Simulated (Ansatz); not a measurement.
Results of LDA (Ansatz, an electronic-structure program, PAW) for cubic perovskite KZnF3.

Numerical settings: plane-wave cutoff 520 eV, 8×8×8 k mesh, perturbation theory, force constants from a 4×4×4 q mesh, scalar-relativistic PAW data made under PBE.

Computed at the level's own relaxed cell.

Harmonic phonon frequencies (cm⁻¹; i marks an imaginary mode; at Γ without the LO shift):

```
q point                                               frequencies
-------  --------------------------------------------------------
Γ           0 0 0 128 128 128 144 144 144 180 180 180 459 459 459
R        16 16 16 130 130 130 236 236 236 250 250 250 313 313 558
```

No imaginary mode appears at these points.
